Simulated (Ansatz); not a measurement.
Structures of equal composition on the (110) surface of bcc W: a layer of Ti in place of the second plane; a layer of Ti in place of the third plane. The slabs share one bottom face, and each structure is named by its start. These are constructed structures in small cells; real faces may alloy, dewet or reconstruct in larger ones, and not all known structures of the face are among them. Slabs of about 11 Å, Fermi-Dirac smearing of 0.1 eV. Bottom of the slabs: a bare face, its two planes held. Relaxed from the named starts with such symmetry as they have, on meshes of like density; energies extrapolated to zero smearing; spin only where a row says so; no spin-orbit coupling, no U. Brackets mark spin-polarised runs, whose order is one that fits the cell.

Method: PBE (plane waves to 420 eV, PAW; Ansatz, a quantum-chemistry and plane-wave program).

Problem. Put the candidates in order of energy per 1x1 cell, lowest first, for PBE.

Solution. a layer of Ti in place of the second plane (0.000 eV), a layer of Ti in place of the third plane (0.056 eV)
